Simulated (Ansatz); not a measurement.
LuMgNO (model structure, started from the LaZnOP type, P4/nmm, No. 129, 8 atoms in the cell) was calculated with LDA (plane waves, PAW; Ansatz, a program for electronic structure).

Run with plane-wave cutoff 520 eV, 8×8×4 k mesh (along the axes of the cell as run), Fermi–Dirac smearing 0.01 eV, scalar-relativistic PAW data made under PBE.

Cell (relaxed at this level):

Space group P4/nmm, origin choice 1 (No. 129); a = b = 3.6562 Å, c = 7.4912 Å, α = β = γ = 90.00°

```tsv
atom	site	symmetry	x	y	z
Lu	2c	4mm	0.5000	0.0000	0.1455
Mg	2b	-4m2	0.5000	0.5000	0.5000
N	2c	4mm	0.0000	0.5000	0.3672
O	2a	-4m2	0.0000	0.0000	0.0000
```

Question: Estimate the band gap and smallest direct gap on the k points sampled that the calculation returns.

Answer: 
* **band gap**: 1.85 eV
* **smallest direct gap on the k points sampled**: 2.04 eV

Note: the relaxation could raise the start's symmetry but not lower it, so the cell can be a saddle point.

Spin–orbit coupling is not included.

A model structure was made by putting elements into a prototype or built by hand; it is no filed structure, need not be a known phase, and can be a saddle point held by its symmetry.
